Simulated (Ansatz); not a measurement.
## How far PBE and r2SCAN part for Al2Cu

The reference is Al2Cu (space group I4/mcm, No. 140; a = 6.059 Å, c = 4.874 Å).

(Cell as relaxed with PBE.)

Levels (all Ansatz, a quantum-chemistry and plane-wave program, PAW, earlier PAW set): PBE (420 eV, spin-orbit coupling left out); r2SCAN (500 eV, no spin-orbit coupling).

Each level relaxes its own structure.

```tsv
quantity	PBE	r2SCAN
volume per atom	14.91 Å³	?
lattice parameter a	6.059 Å	?
lattice parameter c	4.874 Å	?
band gap	zero	?
```

Q: What does r2SCAN give?

A: 
- volume per atom, r2SCAN: 14.40 Å³
- lattice parameter a, r2SCAN: 6.006 Å
- lattice parameter c, r2SCAN: 4.791 Å
- band gap, r2SCAN: zero

PBE's volume per atom lies 0.51 Å³ above r2SCAN's (3.6 %); PBE's lattice parameter a lies 0.053 Å above r2SCAN's (0.9 %); PBE's lattice parameter c lies 0.083 Å above r2SCAN's (1.7 %); the two agree on the band gap. Neither level is exact; r2SCAN is the comparison here, not a measurement.

Stability against distortions was not tested. All final runs are without spin polarisation.
